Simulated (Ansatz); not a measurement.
## NH3 on the (0001) surface of wurtzite GaN (2x2 N adatom at H3; a constructed slab, bottom: 3 H on 4 bottom sites), one in a cell of 36 Å², started at the site 'hollow N-N-N over Ga at depth 1.8 Å'

Host crystal: wurtzite GaN, with a band gap (PBE, scalar-relativistic without spin-orbit coupling).

All values below come from r2SCAN, at the PBE geometry (plane waves to 500 eV, PAW; Ansatz, a first-principles code).

Slab: 48 atoms, 13.4 Å thick at the start with caps and adatoms under the adsorbate (thin: gaps and levels are the slab's own); k 4x4x1, smearing 0.01 eV, dipole-corrected; single point; no symmetry held, on the structure that PBE left; no spin, no spin-orbit, no U, no dispersion correction. At the end it is bonded to Ga. In PBE it is, or lies within 0.03 eV of, the lowest of the starts that converged; the order may differ at this level.

- adsorption energy against NH3(g) at the same level: -36.5 kcal/mol
- gap of the slab on its k-mesh: 0.92 eV
- highest filled level below the top vacuum level: 4.07 eV
- change of the step from the bottom to the top vacuum level, against the clean slab: -2.16 eV
- height of the binding atom over the mean of the host atoms within 0.3 Å of the top one: 0.584 Å
- nearest host atoms of the binding atom: Ga at 2.13 Å, N at 3.22 Å, N at 3.22 Å
- caution: the clean host was not checked against rearrangement in a larger or rattled cell

A negative adsorption energy means that the adsorbate is more stable on the surface than in its reference.
